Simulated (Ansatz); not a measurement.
The starting structures come from a database of crystals and need not be the phases stable at ambient conditions.

Data:

```yaml
crystal:
  lattice:
    - [4.00239, 0.00000, 0.00000]
    - [0.00000, 6.57780, 0.00000]
    - [2.00120, 0.00000, 3.46617]
  atoms:
    - { symbol: Al, position: [0.33333, 0.99932, 0.33333] }
    - { symbol: Al, position: [0.66667, 0.49932, 0.66667] }
    - { symbol: As, position: [0.33333, 0.62468, 0.33333] }
    - { symbol: As, position: [0.66667, 0.12468, 0.66667] }
```

Space group of this cell: P6_3mc, wurtzite. The cell is taken as given.

All values below come from PBEsol (plane waves, PAW; Ansatz, an electronic-structure program).

The current runs along the normal of the first two printed vectors; no spin-orbit coupling. Scaled by the factor s: the length along the current (ions clamped). Meshes 10×6×10 and 8×6 across the current in all rows.

```json
[
 {"s": "0.97", "mean pressure (GPa)": "2.5", "band gap (eV)": "?"},
 {"s": "1.00", "mean pressure (GPa)": "0.1", "band gap (eV)": "1.65"},
 {"s": "1.03", "mean pressure (GPa)": "-1.9", "band gap (eV)": "1.44"}
]
```

Task: Take the slope of the band gap against ln s from the two given rows, extrapolate to s = 0.97, and say what the run there gives.

Result: Slope = (1.44 − 1.65) / ln 1.03 = -7.10 eV. The line gives 1.65 + (-7.10) × ln 0.97 = 1.87 eV. The run gives 1.43 eV, 0.44 eV under the line, 202 % of the predicted step.
